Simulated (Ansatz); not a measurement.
```yaml
crystal:
  lattice:
    - [3.38047, 0.00000, 0.00000]
    - [-1.69024, 2.92757, 0.00000]
    - [0.00000, 0.00000, 14.01015]
  atoms:
    - { symbol: Ga, position: [0.33333, 0.66667, 0.16664] }
    - { symbol: Ga, position: [0.66667, 0.33333, 0.66664] }
    - { symbol: Ga, position: [0.66667, 0.33333, 0.83336] }
    - { symbol: Ga, position: [0.33333, 0.66667, 0.33336] }
    - { symbol: S, position: [0.33333, 0.66667, 0.58609] }
    - { symbol: S, position: [0.66667, 0.33333, 0.08609] }
    - { symbol: S, position: [0.66667, 0.33333, 0.41391] }
    - { symbol: S, position: [0.33333, 0.66667, 0.91391] }
```

No spin polarisation.

Computed with PBE-D3(BJ) (Ansatz, a quantum-chemistry and plane-wave program, PAW, spin-orbit coupling left out). Γ-centred 11×11×3 mesh, Fermi–Dirac width 0.05 eV.

### Question
Predict the smallest direct gap.

### Answer
2.45 eV.

### Question
Predict the band gap.

### Answer
0.48 eV.

Load acts through the strain it causes; cell and atoms are relaxed under it. No phonon test of stability was made. Competing high-pressure phases were not computed. The cell was made from GaS in the beta-GaS type structure (space group P6_3/mmc, No. 194; layered, stacked along the Cartesian z axis) by this change: pressure 15 GPa.
